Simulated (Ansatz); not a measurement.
WC, response to strain

The parent structure is WC (space group P-6m2, No. 187; a = 2.899 Å, c = 2.827 Å; relaxed with 0.1 eV smearing). Axes: x lies along a and z along c of the hexagonal cell.

Strains are applied to the cell and any free atomic positions relax; under biaxial strain the out-of-plane vector relaxes too.

The values are results of Ansatz (an electronic-structure program) PBEsol, scalar-relativistic without spin-orbit coupling, not measurements.

Notes on the quantities. in-plane stress: mean in-plane stress (compression positive).

```csv
case,in-plane stress,shortest interatomic distance,out-of-plane strain
base,–,2.191 Å,–
"biaxial strain −3.00 %, plane normal [001], relaxed out of plane",+30.9 GPa,2.164 Å,+1.23 %
"biaxial strain −2.50 %, plane normal [001], relaxed out of plane",+25.3 GPa,2.168 Å,+1.01 %
"biaxial strain −2.00 %, plane normal [001], relaxed out of plane",+19.8 GPa,2.173 Å,+0.79 %
"biaxial strain −1.50 %, plane normal [001], relaxed out of plane",+14.5 GPa,2.177 Å,+0.59 %
"biaxial strain −1.00 %, plane normal [001], relaxed out of plane",+9.5 GPa,2.182 Å,+0.39 %
"biaxial strain −0.50 %, plane normal [001], relaxed out of plane",+4.6 GPa,2.186 Å,+0.19 %
"biaxial strain +0.50 %, plane normal [001], relaxed out of plane",-4.4 GPa,2.195 Å,-0.19 %
"biaxial strain +2.50 %, plane normal [001], relaxed out of plane",(withheld),(withheld),(withheld)
"biaxial strain +3.00 %, plane normal [001], relaxed out of plane",-23.9 GPa,2.220 Å,-1.05 %
```

Fill in the withheld entries from the trend.


- biaxial strain +2.50 %, plane normal [001], relaxed out of plane, in-plane stress: -20.4 GPa
- biaxial strain +2.50 %, plane normal [001], relaxed out of plane, shortest interatomic distance: 2.215 Å
- biaxial strain +2.50 %, plane normal [001], relaxed out of plane, out-of-plane strain: -0.89 %

Stability against distortions was not tested. The final runs are not spin-polarised.
